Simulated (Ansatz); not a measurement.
Fluorite AuAl2 was calculated with PBE (plane waves, PAW; Ansatz, a quantum-chemistry and plane-wave program).

Run with plane-wave cutoff 520 eV, 12×12×12 k mesh, Fermi–Dirac smearing 0.1 eV, perturbation theory, scalar-relativistic PAW data made under PBE.

Computed at the level's own relaxed cell.

Harmonic phonon frequencies (cm⁻¹; i marks an imaginary mode):

```tsv
q point	frequencies
Γ	0 0 0 219 219 219 249 249 249
X	84 84 117 200 205 205 281 288 288
L	56 56 116 239 239 253 253 261 274
W	85 100 100 199 206 256 256 287 310
```

No imaginary mode appears at these points.
